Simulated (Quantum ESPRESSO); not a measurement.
Several settings converged on Lu2SeO2 (P3m1, 5 atoms in the cell)

```
Lu2SeO2
1.0
    3.72723     0.00000     0.00000
   -1.86361     3.22788     0.00000
    0.00000     0.00000     6.66678
Lu Se O
2 1 2
Direct
  0.33333   0.66667   0.30070
  0.66667   0.33333   0.70680
  0.00000   0.00000   0.00000
  0.33333   0.66667   0.62510
  0.66667   0.33333   0.37490
```

Base method: PBEsol, PSlibrary PAW (PBE) pseudopotentials (plane waves; Quantum ESPRESSO 7.5).

Base settings: ecutwfc = 55 Ry; ecutrho = 440 Ry; occupations = smearing; smearing = fd; degauss = 0.00147 Ry; input_dft = pbesol; K_POINTS = automatic 3 3 2 0 0 0; conv_thr = 1e-11 Ry.

The count of work is k-points × plane waves × bands × iterations; it is no time. Core times come from one kind of shared machine, to one figure; runs under 30 s give none.

**Shifted k-point meshes**

Only quantities that move along the ladder and can be compared are tabulated.

```csv
K_POINTS,free energy less the last step's (meV/atom),pressure (GPa),largest difference of a force vector from the last step's (eV/Å),count of work / last,core time / last (rough)
automatic 2 2 1 1 1 1,32.40,-4.58,0.055,0.0062,0.06
automatic 4 4 2 1 1 1,-3.82,-5.38,0.020,0.033,0.09
automatic 6 6 3 1 1 1,-0.06,-5.30,0.000,0.10,0.1
automatic 7 7 4 1 1 1,-0.04,-5.30,0.000,0.17,0.2
automatic 9 9 5 1 1 1,0.00,-5.30,0.000,0.36,0.4
automatic 11 11 5 1 1 1,0.00,-5.30,0.000,0.52,0.6
automatic 13 13 7 1 1 1,0.00,-5.30,0.000,1.0,1
```

Coarsest K_POINTS that holds the free energy within 1 meV/atom of the last step, with all finer ones: automatic 6 6 3 1 1 1, at 0.10 of the last step's count of work and about 0.1 of the last step's time; the step before is off by 3.8 meV/atom.

Coarsest K_POINTS that holds the forces within 0.01 eV/Å of the last step, with all finer ones: automatic 6 6 3 1 1 1, at 0.10 of the last step's count of work and about 0.1 of the last step's time; the step before is off by 0.020 eV/Å.

Coarsest K_POINTS that holds the pressure within 0.5 GPa of the last step, with all finer ones: automatic 4 4 2 1 1 1, at 0.033 of the last step's count of work and about 0.09 of the last step's time; the step before is off by 0.71 GPa.

**The width of Fermi-Dirac smearing**

The mesh stays at the base's, so the ladder's end is converged at best in this setting alone.

Only quantities that move along the ladder and can be compared are tabulated; the gap is left out on so coarse a mesh.

| degauss | free energy less the last step's (meV/atom) | pressure (GPa) | largest difference of a force vector from the last step's (eV/Å) |
|---|---|---|---|
| 0.073499 Ry | -205.71 | -2.76 | 0.747 |
| 0.036749 Ry | -18.42 | -4.88 | 0.348 |
| 0.0147 Ry | -0.40 | -4.98 | 0.025 |
| 0.0073499 Ry | 0.00 | -4.97 | 0.000 |

Widest degauss that holds the forces within 0.02 eV/Å: not settled: the last two steps still differ by 0.025 eV/Å, over half the tolerance, so the ladder does not show it.

Widest degauss that holds the free energy within 2 meV/atom of the last step, with all finer ones: 0.0147 Ry; the step before is off by 18 meV/atom.

Widest degauss that holds the pressure within 0.05 GPa of the last step, with all finer ones: 0.0147 Ry; the step before is off by 0.10 GPa.

On the base run: the starting cell comes from a database of computed structures (which also holds hypothetical and non-ambient phases and stackings), without a prior relaxation at this level. Its lattice was rescaled by up to half a per cent. One atom was moved a little off its site on purpose. In the base run, with a pressure of about -5 GPa the cell is away from its equilibrium volume at this level.
